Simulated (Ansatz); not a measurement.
Partial pair distribution functions of a relaxed model of amorphous germanium selenide (Ge24Se36), broadened by 0.06 Å; density 4.24 g/cm³. The numbers are results of PBE, scalar-relativistic without spin-orbit coupling, PAW (Ansatz default set, large-core Se) (plane waves to 420 eV; Ansatz, a quantum-chemistry and plane-wave program), not measurements.

It comes from a melt-quench run on a machine-learned potential (CHGNet), relaxed afterwards by DFT. The hot cell started wider than the set density and was brought back towards it in steps. It is the lowest in DFT energy of 4 quenches. It is a model cell: composition and starting density were chosen by hand, and all elements were melted together. No dispersion term was used. Its density started from a set value of 4.24 and ended at 4.24 g/cm³. The quench (nominally 60 K/ps over its main leg) was far faster than any real one, so the model tends to hold more defects than a real film. A cell of this size samples the disorder only roughly. The volume was held where the preparation left it and the shape relaxed, at a PBE pressure of 0.2 GPa.

```csv
r (Å),g Ge-Se,g Ge-Ge,g Se-Se
2.15,0.01,0.00,0.00
2.25,0.58,0.00,0.00
2.35,5.27,0.00,0.00
2.45,7.45,0.00,0.00
2.55,4.22,0.00,0.00
2.65,2.45,0.00,0.00
2.75,1.36,0.00,0.00
2.85,0.75,0.00,0.00
2.95,0.50,0.08,0.00
3.05,0.34,0.86,0.00
3.15,0.50,1.27,0.04
3.25,0.63,1.37,0.47
3.35,0.38,1.95,0.81
3.45,0.47,1.67,1.16
3.55,0.57,1.93,1.69
3.65,0.57,1.84,2.20
3.75,0.30,1.37,2.14
3.85,0.67,1.93,2.60
3.95,0.69,1.47,3.19
4.05,0.51,0.71,2.88
4.15,0.52,0.92,2.50
4.25,0.77,0.92,1.84
4.35,0.86,0.33,1.24
4.45,0.99,0.31,1.19
4.55,1.07,0.83,0.75
4.65,0.93,1.06,0.49
4.75,0.92,1.01,0.48
4.85,1.08,0.76,0.37
4.95,1.13,0.61,0.26
5.05,0.79,0.62,0.39
5.15,0.96,0.85,0.52
5.25,0.99,0.87,0.51
5.35,1.09,0.88,0.45
5.45,1.25,0.74,0.65
5.55,1.36,0.73,0.83
```

Within 2.96 Å each Ge has 3.54 Se neighbours on average.
